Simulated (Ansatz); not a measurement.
The reference is TiC in the rock salt structure (space group Fm-3m, No. 225; a = 4.293 Å).

All numbers come from PBEsol/PAW in Ansatz (a first-principles code), without spin-orbit coupling.

One change was made to it. Results:

The band gap remains zero; the shortest interatomic distance goes up by 0.6686 Å, from 2.147 Å to 2.815 Å.

Problem. Name the change that was made.
(A) C → W
(B) Ti → Hf
(C) C → Pb

Solution. C, C → Pb. For comparison, the shortest interatomic distance in the other runs: C → W gives 2.585 Å; Ti → Hf gives 2.304 Å.

With Pb present, leaving out spin-orbit coupling can change the band edges. Whether these cells are dynamically stable was not tested. As relaxed here, TiPb and TiW are hypothetical phases, not in the database extracts checked. All final runs are without spin polarisation.
